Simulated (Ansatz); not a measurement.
Method: PBE (plane waves to 420 eV, PAW; Ansatz, a first-principles code).

Host crystal: corundum, with a band gap (PBE, scalar-relativistic without spin-orbit coupling).

Planar average of the electrostatic potential across the slab, in eV from the Fermi level, for Au on the 1x1 (0001) surface of corundum (cut with top plane Al), one in a 1x1 cell, started at the site 'bridge O-O (span 2.6 Å)':

```tsv
z (Å)	V (eV)
6.02	5.75
6.30	5.75
6.59	5.75
6.88	5.75
7.16	5.75
7.45	5.75
7.73	5.74
8.02	5.74
8.31	5.72
8.59	5.67
8.88	5.54
9.17	5.23
9.45	4.39
9.74	2.46
10.03	-2.65
10.31	-7.58
10.60	-9.76
10.89	-8.31
11.17	-4.57
11.46	-3.31
11.74	-2.70
12.03	-2.99
12.32	-5.57
12.60	-7.11
12.89	-6.18
13.18	-3.22
13.46	-1.83
13.75	-2.01
14.04	-1.90
14.32	-3.47
14.61	-6.44
14.90	-7.31
15.18	-5.69
15.47	-2.94
15.76	-2.48
16.04	-2.80
16.33	-3.58
16.61	-7.29
16.90	-9.44
17.19	-7.58
17.47	-2.91
17.76	1.29
18.05	2.36
18.33	3.17
18.62	2.61
18.91	0.38
19.19	-1.55
19.48	-2.21
19.77	-1.64
20.05	0.28
20.34	2.89
20.62	4.33
20.91	4.88
21.20	5.14
21.48	5.25
21.77	5.31
22.06	5.34
22.34	5.35
22.63	5.36
22.92	5.36
23.20	5.36
23.49	5.36
23.78	5.36
```

Slab: 21 atoms, 6.7 Å thick at the start under the adsorbate (thin: gaps and levels are the slab's own); k 6x6x1, smearing 0.01 eV, dipole-corrected; 9 atoms held, the rest relaxed; no symmetry held; spin-polarised, no spin-orbit, no U, no dispersion correction. The slab shows no gap over 0.04 eV on its mesh. The starting moment vanished. At the end it is bonded to Al. In PBE it is, or lies within 0.03 eV of, the lowest of the starts that converged.

### Question
The surface cell has an area of 20.03 Å². What dipole along the normal does the step between the two vacuum levels imply?

### Answer
the top vacuum level lies 0.39 eV below the bottom one; p = −ε₀ A ΔV (ε₀ = 0.005526 e/(V·Å)) gives 0.04 e·Å a cell.
